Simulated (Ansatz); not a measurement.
For Bi (model structure, started from the diamond type, Fd-3m, No. 227, 2 atoms in the cell), LDA (Ansatz, a program for electronic structure, plane waves, PAW) gives:

lattice parameter a: 7.099 Å
bulk modulus: 35.1 GPa
cohesive energy: 3.18 eV/atom

Task: What does r²SCAN in Ansatz (plane waves, PAW) give for the same quantities?

Result: 
- lattice constant a: 7.232 Å (goes up by 1.9 %)
- bulk modulus: 31.9 GPa (drops by 9.1 %)
- cohesive energy: 2.04 eV/atom (shrinks by 1.14 eV/atom)

Changes are worked out from the printed values.

Unless a cell is named, each level is at its own relaxed cell (LDA 44.72, r²SCAN 47.29 Å³/atom).

Levels without +SOC leave out spin–orbit coupling, which shifts energies and cells of such heavy elements.

Caveats: the bulk modulus is −V dP/dV from two relaxed cells at ±2 % in volume (LDA, r²SCAN). Ansatz's density-functional and Hartree–Fock values are scalar-relativistic unless marked +SOC, with PAW data made under PBE.

A model structure was made by putting elements into a prototype or built by hand; it is no filed structure, need not be a known phase, and can be a saddle point held by its symmetry.
